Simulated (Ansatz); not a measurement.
Electronic density of states of amorphous Ti₂₄Si₂₄, density 4.08 g/cm³, on a 2×2×2 Γ-centred mesh with a Gaussian width of 0.1 eV; energies count from the Fermi level. Cell and mesh are small, so fine structure isn't converged. Method: PBE, scalar-relativistic without spin-orbit coupling (plane waves to 420 eV, PAW; Ansatz, a program for electronic structure). Sampling: a 2×2×2 Γ-centred mesh; Fermi-Dirac width 0.1 eV; no spin polarisation.

The cell was made by melting and quenching with the CHGNet potential and then relaxed with DFT. The hot cell started wider than the set density and was brought back towards it in steps. It is the lowest in DFT energy of 2 quenches. It is a model cell: composition and starting density were chosen by hand, and all elements were melted together. No dispersion term was used. Its density started from a set value of 3.90 and ended at 4.08 g/cm³. The quench (nominally 160 K/ps over its main leg) was far faster than any real one, so the model tends to hold more defects than a real film. A cell of this size samples the disorder only roughly. Volume and shape were free in the relaxation. On a 2×2×2 Γ-centred mesh force components of up to 0.19 eV/Å stay, since the relaxation ran on one k-point at (1/4, 1/4, 1/4).

```
E - EF (eV)  states/(eV atom)
-----------  ----------------
-12.00                   0.15
-11.90                   0.10
-11.80                   0.02
-11.70                   0.00
-11.60                   0.01
-11.50                   0.04
-11.40                   0.08
-11.30                   0.10
-11.20                   0.07
-11.10                   0.07
-11.00                   0.08
-10.90                   0.11
-10.80                   0.09
-10.70                   0.08
-10.60                   0.10
-10.50                   0.16
-10.40                   0.22
-10.30                   0.21
-10.20                   0.23
-10.10                   0.18
-10.00                   0.12
-9.90                    0.13
-9.80                    0.07
-9.70                    0.07
-9.60                    0.13
-9.50                    0.12
-9.40                    0.13
-9.30                    0.20
-9.20                    0.19
-9.10                    0.16
-9.00                    0.22
-8.90                    0.24
-8.80                    0.24
-8.70                    0.17
-8.60                    0.14
-8.50                    0.16
-8.40                    0.13
-8.30                    0.13
-8.20                    0.18
-8.10                    0.16
-8.00                    0.14
-7.90                    0.22
-7.80                    0.28
-7.70                    0.26
-7.60                    0.28
-7.50                    0.21
-7.40                    0.18
-7.30                    0.21
-7.20                    0.19
-7.10                    0.17
-7.00                    0.21
-6.90                    0.23
-6.80                    0.20
-6.70                    0.24
-6.60                    0.28
-6.50                    0.32
-6.40                    0.24
-6.30                    0.14
-6.20                    0.17
-6.10                    0.20
-6.00                    0.13
-5.90                    0.12
-5.80                    0.07
-5.70                    0.01
-5.60                    0.00
-5.50                    0.03
-5.40                    0.10
-5.30                    0.20
-5.20                    0.26
-5.10                    0.26
-5.00                    0.25
-4.90                    0.32
-4.80                    0.36
-4.70                    0.34
-4.60                    0.30
-4.50                    0.33
-4.40                    0.36
-4.30                    0.41
-4.20                    0.47
-4.10                    0.41
-4.00                    0.41
-3.90                    0.43
-3.80                    0.41
-3.70                    0.44
-3.60                    0.42
-3.50                    0.37
-3.40                    0.42
-3.30                    0.52
-3.20                    0.60
-3.10                    0.63
-3.00                    0.59
-2.90                    0.53
-2.80                    0.56
-2.70                    0.55
-2.60                    0.52
-2.50                    0.64
-2.40                    0.75
-2.30                    0.75
-2.20                    0.66
-2.10                    0.63
-2.00                    0.67
-1.90                    0.61
-1.80                    0.57
-1.70                    0.64
-1.60                    0.61
-1.50                    0.61
-1.40                    0.72
-1.30                    0.75
-1.20                    0.76
-1.10                    0.83
-1.00                    0.80
-0.90                    0.74
-0.80                    0.77
-0.70                    0.80
-0.60                    0.76
-0.50                    0.73
-0.40                    0.74
-0.30                    0.79
-0.20                    0.79
-0.10                    0.76
0.00                     0.74
0.10                     0.67
0.20                     0.63
0.30                     0.65
0.40                     0.70
0.50                     0.72
0.60                     0.76
0.70                     0.76
0.80                     0.78
0.90                     0.89
1.00                     0.90
1.10                     0.95
1.20                     1.02
1.30                     1.06
```
